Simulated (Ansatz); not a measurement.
The starting structures come from a database of crystals and need not be the phases stable at ambient conditions.

 Where the default PAW files enter, the runs use the earlier of Ansatz's two default sets.

The decay constant κ of evanescent states in the gap governs leakage through a thin film.

Input:

```
CELL_PARAMETERS angstrom
      4.22421     0.00000     0.00000
     -2.11211     7.24366     0.00000
      0.00000     0.00000     5.84499
ATOMIC_POSITIONS crystal
  Ba 0.85455 0.70910 0.96284
  Ba 0.14545 0.29090 0.46284
  Zn 0.41206 0.82412 0.50002
  Zn 0.58794 0.17588 0.00002
  F  0.92374 0.84748 0.51042
  F  0.07626 0.15252 0.01042
  F  0.47194 0.94388 0.82257
  F  0.52806 0.05612 0.32257
  F  0.69870 0.39740 0.20199
  F  0.30130 0.60260 0.70199
  F  0.66920 0.33840 0.73064
  F  0.33080 0.66160 0.23064
```

Space group of this cell: Cmc2_1. The cell is taken as given; by r2SCAN its mean pressure is -0.6 GPa.

Transport runs along the normal of the first two printed cell vectors.

The gap is the functional's own. No spin-orbit coupling. Mid-gap values are interpolated on the energy grid.

Predict the band gap and the smallest decay constant κ at mid-gap from r2SCAN run with Ansatz (a quantum-chemistry and plane-wave program).

Gap 5.41 eV on a 8×8×6 mesh; κ = 0.476 1/Å, at the zone centre.
